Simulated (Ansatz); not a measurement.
Calculation: PBE (plane waves to 420 eV, PAW; Ansatz, a program for electronic structure).

Plane-averaged electrostatic potential energy along the normal, in eV from the Fermi level, for a constructed model of the (0001) surface of hcp Co, ferromagnetic, p(2x2) layer of Bi, one a cell, on the site that continues the host's stacking (bottom of the slab: a bare face, its two planes held):

```json
[
 {"z (Å)": "3.77", "V (eV)": "5.00"},
 {"z (Å)": "4.06", "V (eV)": "5.00"},
 {"z (Å)": "4.35", "V (eV)": "5.00"},
 {"z (Å)": "4.64", "V (eV)": "4.99"},
 {"z (Å)": "4.93", "V (eV)": "4.99"},
 {"z (Å)": "5.22", "V (eV)": "4.97"},
 {"z (Å)": "5.51", "V (eV)": "4.95"},
 {"z (Å)": "5.80", "V (eV)": "4.89"},
 {"z (Å)": "6.09", "V (eV)": "4.78"},
 {"z (Å)": "6.38", "V (eV)": "4.54"},
 {"z (Å)": "6.67", "V (eV)": "4.04"},
 {"z (Å)": "6.96", "V (eV)": "3.01"},
 {"z (Å)": "7.25", "V (eV)": "0.82"},
 {"z (Å)": "7.54", "V (eV)": "-5.23"},
 {"z (Å)": "7.83", "V (eV)": "-14.29"},
 {"z (Å)": "8.12", "V (eV)": "-19.99"},
 {"z (Å)": "8.41", "V (eV)": "-18.97"},
 {"z (Å)": "8.70", "V (eV)": "-11.82"},
 {"z (Å)": "8.99", "V (eV)": "-3.49"},
 {"z (Å)": "9.28", "V (eV)": "-1.02"},
 {"z (Å)": "9.57", "V (eV)": "-6.00"},
 {"z (Å)": "9.86", "V (eV)": "-14.82"},
 {"z (Å)": "10.15", "V (eV)": "-20.24"},
 {"z (Å)": "10.44", "V (eV)": "-18.87"},
 {"z (Å)": "10.73", "V (eV)": "-11.47"},
 {"z (Å)": "11.02", "V (eV)": "-3.19"},
 {"z (Å)": "11.31", "V (eV)": "-0.84"},
 {"z (Å)": "11.60", "V (eV)": "-5.68"},
 {"z (Å)": "11.89", "V (eV)": "-14.52"},
 {"z (Å)": "12.18", "V (eV)": "-20.13"},
 {"z (Å)": "12.47", "V (eV)": "-18.96"},
 {"z (Å)": "12.76", "V (eV)": "-11.71"},
 {"z (Å)": "13.05", "V (eV)": "-3.43"},
 {"z (Å)": "13.34", "V (eV)": "-1.19"},
 {"z (Å)": "13.63", "V (eV)": "-6.54"},
 {"z (Å)": "13.92", "V (eV)": "-15.31"},
 {"z (Å)": "14.21", "V (eV)": "-20.33"},
 {"z (Å)": "14.50", "V (eV)": "-18.46"},
 {"z (Å)": "14.79", "V (eV)": "-10.77"},
 {"z (Å)": "15.08", "V (eV)": "-2.75"},
 {"z (Å)": "15.37", "V (eV)": "-0.94"},
 {"z (Å)": "15.66", "V (eV)": "-6.28"},
 {"z (Å)": "15.95", "V (eV)": "-15.11"},
 {"z (Å)": "16.24", "V (eV)": "-20.30"},
 {"z (Å)": "16.53", "V (eV)": "-18.64"},
 {"z (Å)": "16.82", "V (eV)": "-11.12"},
 {"z (Å)": "17.11", "V (eV)": "-3.15"},
 {"z (Å)": "17.40", "V (eV)": "-1.72"},
 {"z (Å)": "17.69", "V (eV)": "-7.94"},
 {"z (Å)": "17.98", "V (eV)": "-16.42"},
 {"z (Å)": "18.27", "V (eV)": "-20.43"},
 {"z (Å)": "18.56", "V (eV)": "-17.53"},
 {"z (Å)": "18.85", "V (eV)": "-9.38"},
 {"z (Å)": "19.14", "V (eV)": "-1.74"},
 {"z (Å)": "19.43", "V (eV)": "0.44"},
 {"z (Å)": "19.72", "V (eV)": "-0.87"},
 {"z (Å)": "20.01", "V (eV)": "-4.21"},
 {"z (Å)": "20.30", "V (eV)": "-6.59"},
 {"z (Å)": "20.59", "V (eV)": "-6.49"},
 {"z (Å)": "20.88", "V (eV)": "-3.86"},
 {"z (Å)": "21.17", "V (eV)": "-0.23"},
 {"z (Å)": "21.46", "V (eV)": "2.01"},
 {"z (Å)": "21.75", "V (eV)": "3.07"},
 {"z (Å)": "22.04", "V (eV)": "3.56"},
 {"z (Å)": "22.33", "V (eV)": "3.80"},
 {"z (Å)": "22.62", "V (eV)": "3.91"},
 {"z (Å)": "22.91", "V (eV)": "3.97"},
 {"z (Å)": "23.20", "V (eV)": "3.99"},
 {"z (Å)": "23.49", "V (eV)": "4.00"},
 {"z (Å)": "23.78", "V (eV)": "4.01"},
 {"z (Å)": "24.07", "V (eV)": "4.01"},
 {"z (Å)": "24.36", "V (eV)": "4.01"},
 {"z (Å)": "24.65", "V (eV)": "4.01"}
]
```

Slab: 25 atoms, 12.6 Å thick at the start with caps and adatoms (thin: gaps and levels are the slab's own); k 9x9x1, smearing 0.1 eV, dipole-corrected; 8 atoms held, the rest relaxed; held to the start's symmetry, so lower structures may exist; spin-polarised, ending with about 38.3 μB a cell; orders that need a larger cell were not tried, no spin-orbit, no U. It is one candidate, not shown to be the stable structure of the face.

Problem. The surface cell has an area of 21.53 Å². What dipole along the normal does the step between the two vacuum levels imply?

Solution. the top vacuum level lies 0.98 eV below the bottom one; p = −ε₀ A ΔV (ε₀ = 0.005526 e/(V·Å)) gives 0.12 e·Å a cell.
